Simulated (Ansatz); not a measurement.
The starting structures come from a database of crystals and need not be the phases stable at ambient conditions.

 Where the default PAW files enter, the runs use the earlier of Ansatz's two default sets.

Input:

```yaml
crystal:
  lattice:
    - [4.01132, 0.00000, 0.00000]
    - [-2.00566, 3.47391, 0.00000]
    - [2.00566, 1.15797, 6.54588]
  atoms:
    - { symbol: Al, position: [0.00048, 0.00024, 0.99928] }
    - { symbol: Ga, position: [0.99973, 0.49986, 0.50041] }
    - { symbol: As, position: [0.75031, 0.87516, 0.37453] }
    - { symbol: As, position: [0.74945, 0.37472, 0.87583] }
```

Space group of this cell: R3m. The cell is taken as given; by LDA its mean pressure is -2.0 GPa.

Transport runs along the normal of the first two printed cell vectors, the (001) plane of the conventional cell.

The gap is the functional's own. No spin-orbit coupling. Mid-gap values are interpolated on the energy grid.

Estimate the band gap and the smallest decay constant κ at mid-gap that Ansatz (a program for electronic structure) with LDA returns for this system.

Gap 0.69 eV on a 10×10×10 mesh; κ = 0.050 1/Å, at the zone centre.
